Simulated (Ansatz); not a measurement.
A self-consistent single point of LaPb3 (P4mm, 4 atoms in the cell) with Ansatz (a first-principles code).

Level of theory: LDA (PW92), default PAW files made with PBE (plane waves; Ansatz).

```xyz
4
Lattice="4.9335 0.0000 0.0000 0.0000 4.9335 0.0000 0.0000 0.0000 4.9335" Properties=species:S:1:pos:R:3 pbc="T T T"
La     0.0000     0.0000     0.0500
Pb     0.0000     2.4667     2.4667
Pb     2.4667     0.0000     2.4667
Pb     2.4667     2.4667     0.0000
```

Reference input (self-consistent single point, DFT, LDA (PW92), plane waves, default PAW files made with PBE): basis.ecutwfc = 420 eV; kpoints.mp_grid.grid = 7 7 7; hamiltonian.xc = lda; hamiltonian.pseudopotentials = {kind: paw} (the program's default PAW files); scf.occupations.method = gaussian; scf.occupations.width = 0.1 eV. This run's input differs from it in these lines:

Ansatz 0.2 input:
```diff
@@ -15,3 +15,3 @@
   mp_grid:
-    grid: [7, 7, 7]
+    grid: [12, 12, 12]
 hamiltonian:
@@ -22,4 +22,4 @@
   occupations:
-    method: gaussian
-    width: 0.1 eV
+    method: cold
+    width: 0.2 eV
 output:
```

Output (repeated stretches shortened):

```
SCF iter   1: F=—  HF=-40885.155196 eV  |F-HF|=—  |Δ(HF+E_count)|=         —  Δρ=5.80e-3  dr2=5.73e-2  ethr=1.77e-3  ⟨swp⟩=5.1  Hψ=23770  notcnv=0
all-band conjugate gradients solve this SCF's bands
preconditioner: auto → Kerker (q_TF=auto, 2.381 Å⁻¹)
SCF iter   2: F=—  HF=-40885.148567 eV  |F-HF|=—  |Δ(HF+E_count)|=   6.63e-3  S|Δr|=    0.00e0  Δρ=3.17e-3  dr2=1.98e-2  ethr=1.08e-4  ⟨swp⟩=1.9  Hψ=8716  notcnv=0
   [... lines left out ...]
SCF iter   5: F=—  HF=-40885.142790 eV  |F-HF|=—  |Δ(HF+E_count)|=   2.19e-5  S|Δr|=    0.00e0  Δρ=6.65e-5  dr2=9.23e-6  ethr=1.29e-7  ⟨swp⟩=2.1  Hψ=9667  notcnv=0  defer=1
SCF iter   6: F=—  HF=-40885.142789 eV  |F-HF|=—  |Δ(HF+E_count)|=   1.20e-6  S|Δr|=    0.00e0  Δρ=1.75e-5  dr2=7.56e-7  ethr=1.74e-8  ⟨swp⟩=2.0  Hψ=7787  notcnv=0  defer=3
SCF iter   7: F=-40885.142788 eV  HF=-40885.142788 eV  |F-HF|=3.11e-8  |Δ(HF+E_count)|=   1.08e-7  S|Δr|=    0.00e0  Δρ=4.64e-6  dr2=5.38e-8  ethr=1.89e-10  ⟨swp⟩=9.6  Hψ=35483  notcnv=0
SCF 1 converged in 7 iterations: F = -40885.142788 eV  dr2 = 5.38e-8
Stability not checked (fill_not_monotonic)
Free energy (F): -40885.142788 eV
Internal energy: -40885.128770 eV  (E = F + TS)
E sigma→0 (E₀):  -40885.138116 eV
Entropy (-TS):   -0.014018 eV (-3.505 meV/atom)
Fermi energy:    11.611335 eV
--- Forces (eV/Å), atoms counted from 1 ---
  atom   1  La    -0.00000000     0.00000000    -0.21279249
  atom   2  Pb     0.00000000     0.00000000     0.11122415
  atom   3  Pb    -0.00000000     0.00000000     0.11122415
  atom   4  Pb     0.00000000     0.00000000    -0.00965747
--- Stress (GPa, compression-positive) ---
       -3.253310       0.000000       0.000000
        0.000000      -3.253310       0.000000
        0.000000       0.000000      -3.254528
  P = ⅓ Tr σ = -3.2537 GPa (-32.537 kbar)
  The stress holds the Pulay correction. Without it, at fixed plane waves, as pw.x and ABINIT print it: P = -3.2688 GPa
```

The run converged in 7 iterations. Against the reference run the free energy goes up by 10.9 meV/atom, the pressure hardly changes (-3.29 to -3.25 GPa) and the largest force moves little (0.219 to 0.213 eV/Å).

The starting cell comes from a database of computed structures (which also holds hypothetical and non-ambient phases and stackings), without a prior relaxation at this level. Its lattice was rescaled by up to half a per cent. One atom was moved a little off its site on purpose. With a pressure of about -3 GPa the cell is away from its equilibrium volume at this level. Ansatz's pressure includes its estimate of the finite-basis (Pulay) stress.

Cost on one core of a shared machine: roughly 70 s.
